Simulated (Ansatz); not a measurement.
Consider MgB$_{2}$ (space group P6/mmm, No. 191; a = 3.064 Å, c = 3.498 Å; relaxed with 0.1 eV smearing). Axes: x lies along a and z along c of the hexagonal cell.

Structures relaxed with PBEsol (Ansatz, an electronic-structure program, PAW, no spin-orbit coupling).

Base:

Simulated powder pattern, Mo Kα, λ = 0.71073 Å (kinematic, ideal powder, no thermal factors, no anomalous dispersion; the 10 strongest lines at most, above 2 %, up to 2θ = 40°):

| 2θ (°) | I/Imax (%) | hkl |
|---|---|---|
| 15.39 | 26 | (100) |
| 19.35 | 100 | (101) |
| 23.45 | 14 | (002) |
| 26.82 | 26 | (110) |
| 28.17 | 10 | (102) |
| 29.34 | 3.7 | (111) |
| 31.07 | 3.7 | (200) |
| 33.29 | 17 | (201) |
| 35.92 | 19 | (112) |
| 38.89 | 9.7 | (103) |

After one change:

Simulated powder pattern, Mo Kα, λ = 0.71073 Å (kinematic, ideal powder, no thermal factors, no anomalous dispersion; the 10 strongest lines at most, above 2 %, up to 2θ = 40°):

| 2θ (°) | I/Imax (%) |
|---|---|
| 15.39 | 27 |
| 19.46 | 100 |
| 23.81 | 13 |
| 26.82 | 27 |
| 28.48 | 10 |
| 29.41 | 3.8 |
| 31.07 | 3.8 |
| 33.36 | 17 |
| 36.17 | 19 |
| 39.41 | 9.4 |

Q: Which change produced these results?
A) uniaxial strain ε_zz = −1.00 %
B) uniaxial strain ε_zz = +1.00 %
C) uniaxial strain ε_zz = −1.50 %
D) uniaxial strain ε_zz = −3.00 %

A: C, uniaxial strain ε_zz = −1.50 %. Its volume per atom is 9.34 Å³ against 9.48 Å³, and its space group is P6/mmm (No. 191).

Whether these cells are dynamically stable was not tested. The final runs are not spin-polarised.
